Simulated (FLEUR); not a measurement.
Band structure of Bi (R-3m, 2 atoms in the cell).

```xyz
2
Lattice="4.2271 -2.3084 0.0000 4.2271 2.3084 0.0000 2.9664 0.0000 3.7944" Properties=species:S:1:pos:R:3 pbc="T T T"
Bi     2.6724     0.0000     0.8879
Bi     8.7481     0.0000     2.9065
```

Level of theory: PBE, all-electron FLAPW (FLEUR), scalar-relativistic valence.

Settings: Kmax = 3.8 1/bohr; GmaxXC = 15.2 1/bohr; xcFunctional = pbe; jspins = 1; l_soc = F; mode = hist; fermiSmearingEnergy = 0.00999582 Htr; mesh (inpgen div1-3) = 9 9 9; inpgen gamma flag = false; Gmax = 15.2 1/bohr; numbands = 0; maxIterBroyd = 15; imix = Anderson; alpha = 0.05.

The starting cell has typed, rounded lattice constants, without a prior relaxation at this level. Its lattice was rescaled by a random factor within 2.5 % of one. Spin-orbit coupling is off. Values depend on the basis (sphere radii, cutoffs, local orbitals), which need not be converged.

Levels in eV from the Fermi level, bands 12 to 19:
```tsv
point	12	13	14	15	16	17	18	19
Γ	-7.69	-1.41	-1.18	-1.18	2.39	2.83	2.83	5.60
L	-10.42	-1.30	-1.14	-0.31	-0.26	0.53	1.00	7.40
Z	-9.84	-0.96	-0.60	-0.60	0.64	0.67	0.67	6.87
F	-9.49	-4.44	-2.86	-2.76	2.41	4.66	5.19	6.33
P1	-9.89	-4.20	-2.34	-2.29	2.63	3.31	4.58	5.62
P	-9.89	-4.20	-2.34	-2.29	2.63	3.31	4.58	5.62
```
